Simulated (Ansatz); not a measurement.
Base system: SnTe in the rock salt structure (space group Fm-3m, No. 225; a = 6.409 Å). Axes: x, y, z lie along the cube axes.

The values are results of PBE (Ansatz, a quantum-chemistry and plane-wave program), scalar-relativistic without spin-orbit coupling, not measurements.

The change: every lattice vector is shortened by 3.00 %; the atoms relax in the strained cell.

Problem. Predict the stress tensor and what it implies for the stiffness.

Solution. Stress of the strained cell less that of the base (GPa, compression positive):
```
   4.53    0.00    0.00
   0.00    4.53    0.00
   0.00    0.00    4.53
```

Then B = −ΔP/(ΔV/V₀) with ΔV/V₀ = -0.0873 gives secant stiffness values (nonlinear terms included at this strain): B ≈ 52 GPa.

As a check, the harmonic strain energy −½ V₀ Δσ:ε is 42 meV/atom; the computed energy rise is 37 meV/atom.

No phonon test of stability was made.
